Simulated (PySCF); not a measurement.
PySCF 2.14.0, B3LYP/def2-svp, df: triflate (O=S(=O)([O-])C(F)(F)F), charge -1, multiplicity 1, 8 atoms. The geometry is a generated start, not checked to be a minimum at this level.

| Item | Value |
|---|---|
| task | energy |
| method | b3lyp |
| basis | def2-svp |
| two-electron scheme | density fitting |
| mol.max_memory | 3000 MB |
| mf.max_cycle | 100 |
| mf.conv_tol | 1e-09 (default) |
| mf.grids.level | 3 (default) |
| basis functions | 116 |
| grid points | 118032 |

```xyz
8

O      1.5084    -0.3193     1.1708
S      1.0030    -0.0325    -0.1532
O      1.2679     1.2974    -0.6538
O      1.1366    -1.1025    -1.1169
C     -0.8525     0.0243     0.1316
F     -1.1959     0.9794     1.0113
F     -1.3413    -1.1316     0.6111
F     -1.5261     0.2847    -1.0009
```

Charge -1 and multiplicity 1 are set for this test and not shown to be the ground state.

With the defaults (mf.DIIS = CDIIS, mf.diis = true, mf.init_guess = minao, newton = off, mf.diis_space = 8, mf.level_shift = 0) it converges in 13 Fock builds. One run each on 2 threads, 1 BLAS thread, with these changes:
- mf.DIIS = ADIIS
- newton = Hessian by the SCF's own integrals
- mf.level_shift = 1 Hartree
- mf.diis_space = 5
- mf.init_guess = 1e
- mf.init_guess = sap
- mf.DIIS = EDIIS
- mf.diis = false
- mf.init_guess = huckel

**Question.** Which runs fail or end elsewhere than the default run?

**Answer.** No convergence: mf.DIIS = EDIIS; mf.diis = false (the run ends without SCF convergence in 100 cycles). The rest reach the solution of the defaults.

| setting | Fock builds | end |
|---|---|---|
| the defaults | 13 | same solution |
| mf.diis_space = 5 | 13 | same solution |
| mf.init_guess = sap | 13 | same solution |
| mf.init_guess = huckel | 16 | same solution |
| mf.DIIS = ADIIS | 18 | same solution |
| mf.init_guess = 1e | 19 | same solution |
| mf.level_shift = 1 Hartree | 27 | same solution |
| newton = Hessian by the SCF's own integrals | 34 | same solution |
| mf.DIIS = EDIIS | 101 | no convergence |
| mf.diis = false | 101 | no convergence |

Under newton the count holds the products with the orbital Hessian.
